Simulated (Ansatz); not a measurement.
**Effect of biaxial strain −1.16 %, plane normal [001], relaxed out of plane on SiO2**

Start from SiO2 (space group P4_12_12, No. 92; a = 5.0845 Å, c = 7.1003 Å). Axes: x, y, z lie along a, b, c of the conventional cell.

The change: biaxial strain −1.16 %, plane normal [001], relaxed out of plane (Cartesian); in-plane vectors clamped, the third vector and the atoms free.

Calculations: Ansatz (a program for electronic structure), PBE, PAW, cutoff 420 eV, no SOC. k-mesh 5×5×4 (Γ-centred); smearing 0.05 eV (Fermi–Dirac).

| quantity | base | changed | shift |
|---|---|---|---|
| space group | P4_12_12 (No. 92) | P4_12_12 (No. 92) | – |
| shortest interatomic distance | 1.625 Å | 1.625 Å | 0.000 Å |
| pressure (mean of the normal stresses, compression positive) | 0.0 kbar | 4.8 kbar | +4.8 kbar |
| band gap | 5.51 eV | 5.57 eV | +0.054 eV |
| gap character | direct at Γ | direct at Γ | – |
| width of the top valence band | 0.64 eV | 0.62 eV | -0.025 eV |
| electron mass | 0.54 mₑ (at Γ) | 0.54 mₑ (at Γ) | – |
| hole mass | 1.6 mₑ along c, 1.9 mₑ across (at Γ) | 1.7 mₑ out of plane, 2.0 mₑ in plane (at Γ) | – |
| valence-band top at Γ (three highest levels, from the VBM) | 0.00, -0.25, -0.25 eV | 0.00, -0.28, -0.28 eV | – |
| out-of-plane strain | – | -0.24 % | – |
| ratio −ε⊥/ε∥ | – | -0.21 | – |

Final structure (turned so that z lies along the plane normal):

```yaml
crystal:
  lattice:
    - [5.02552, 0.00000, 0.00000]
    - [0.00000, 5.02552, 0.00000]
    - [0.00000, 0.00000, 7.08304]
  atoms:
    - { symbol: Si, position: [0.29832, 0.29832, 0.00000] }
    - { symbol: Si, position: [0.79832, 0.20168, 0.75000] }
    - { symbol: Si, position: [0.20168, 0.79832, 0.25000] }
    - { symbol: Si, position: [0.70168, 0.70168, 0.50000] }
    - { symbol: O, position: [0.23959, 0.10301, 0.17806] }
    - { symbol: O, position: [0.73959, 0.39699, 0.57194] }
    - { symbol: O, position: [0.26041, 0.60301, 0.07194] }
    - { symbol: O, position: [0.76041, 0.89699, 0.67806] }
    - { symbol: O, position: [0.89699, 0.76041, 0.32194] }
    - { symbol: O, position: [0.39699, 0.73959, 0.42806] }
    - { symbol: O, position: [0.60301, 0.26041, 0.92806] }
    - { symbol: O, position: [0.10301, 0.23959, 0.82194] }
```

Effective masses come from finite differences of ±0.01 Å⁻¹. Whether these cells are dynamically stable was not tested.
